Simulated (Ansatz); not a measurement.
Given:

```
C
1.0
    3.15898     1.82384     1.28200
   -3.15898     1.82384     1.28200
    0.00000    -3.64768     1.28200
C
8
Direct
  0.00039   0.69238   0.50055
  0.99961   0.30762   0.49945
  0.50055   0.00039   0.69238
  0.49945   0.99961   0.30762
  0.69238   0.50055   0.00039
  0.30762   0.49945   0.99961
  0.70042   0.70042   0.70042
  0.29958   0.29958   0.29958
```

No spin polarisation.

Hole doping at 2.0×10^21 cm⁻³ (0.0886 per cell), with a uniform compensating background at fixed cell and a 300 K Fermi–Dirac width.

Calculations: PBEsol (Ansatz, a quantum-chemistry and plane-wave program; PAW; 420 eV plane waves; spin-orbit coupling left out). Γ-centred 15×15×15 mesh, Fermi–Dirac width 0.0259 eV.

**Question.** Predict the Fermi level from band edge, gap between the host's bands and gap character.

**Answer.** The Fermi level relative to the doped band's edge (positive inside the band; to 0.05 eV) is +0.55 eV. The gap between the host's bands comes out as 3.27 eV and the gap character comes out as indirect, T → L.

Charged cell with a jellium background: band edges are those of the host's band count, energies are not comparable with the neutral cell, and many-body gap narrowing is missing. No phonon test of stability was made. The cell was made from C (space group R-3, No. 148; a hypothetical phase, not in the database extracts checked) by this change: holes 2.0×10^21 cm⁻³.
